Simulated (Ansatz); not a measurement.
Consider BP in the zinc blende structure (space group F-43m, No. 216; a = 4.537 Å). Axes: x, y, z lie along the cube axes.

Calculations: r2SCAN in Ansatz (plane waves to 500 eV, PAW, no spin-orbit coupling).

Modification: the cell is stretched by 1.50 % along z with no lateral relaxation, atoms relaxed at fixed cell.

**Question.** Predict the stress tensor and what it implies for the stiffness.

**Answer.** Stress of the strained cell less that of the base (GPa, compression positive):
```
  -1.02    0.00    0.00
   0.00   -1.02    0.00
   0.00    0.00   -5.33
```

Then −Δσ_ii/ε with ε = 0.0150 gives secant stiffness values (nonlinear terms included at this strain): C33 ≈ 355 GPa, C13 ≈ 68 GPa and C23 ≈ 68 GPa.

Stability against distortions was not tested.

Ansatz is a quantum-chemistry and plane-wave program.
